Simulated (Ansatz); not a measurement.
Take a 16-atom supercell of ZnSe in the zinc blende structure (space group F-43m, No. 216; a = 5.733 Å) at its relaxed geometry as the base.

Method: plane-wave PAW DFT at the PBE level (Ansatz, a quantum-chemistry and plane-wave program, 420 eV), scalar-relativistic without spin-orbit coupling, earlier PAW set.

Now apply this change: a neutral Se on a Zn site (antisite), atoms relaxed at fixed cell, starting from a slightly rattled geometry.

Question: Estimate the effect on the largest displacement of a host atom from its site in the perfect cell and shift of the substituted atom off its lattice site.

Answer: The largest displacement of a host atom from its site in the perfect cell comes out as 0.32 Å; the shift of the substituted atom off its lattice site comes out as 1.05 Å.

The magnetic state is the one reached from the starting moments; the real material's order can differ, and small cells can't hold many antiferromagnetic ones. The cell is small, so the values are those of an ordered compound at a high defect concentration; dilute-limit values will differ. Starting moments died away, wholly or in part, for Se on a Zn site (antisite); another magnetic solution may exist. The defect cell is spin-polarised and ends with 0.0 μB.
